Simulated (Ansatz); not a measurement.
ZnSnN₂ (model structure, started from the alpha NaFeO2 type, R-3m, No. 166, 4 atoms in the cell), treated with LDA (Ansatz, a first-principles code, plane waves, PAW).

Numerical settings: plane-wave cutoff 520 eV, 12×12×12 k mesh, Fermi–Dirac smearing 0.01 eV, scalar-relativistic PAW data made under PBE.

Cell (relaxed at this level):

```
SnZnN2
1.0
    1.56869     0.90569     5.08037
   -1.56869     0.90569     5.08037
    0.00000    -1.81137     5.08037
Sn Zn N
1 1 2
Cartesian
  0.00000   0.00000   0.00000
  0.00000   0.00000   7.62056
  0.00000   0.00000   3.84630
  0.00000   0.00000  11.39481
```

Task: What does this level give for the band gap, smallest direct gap on the k points sampled and Γ–Γ gap?

Result: 
- band gap = 0.68 eV
- smallest direct gap on the k points sampled = 0.74 eV
- Γ–Γ gap = 1.17 eV

Note: the relaxation could raise the start's symmetry but not lower it, so the cell can be a saddle point.

Spin–orbit coupling is not included.

Cost on a shared machine: about 17 core-seconds (a rough figure).

A model structure was made by putting elements into a prototype or built by hand; it is no filed structure, need not be a known phase, and can be a saddle point held by its symmetry.
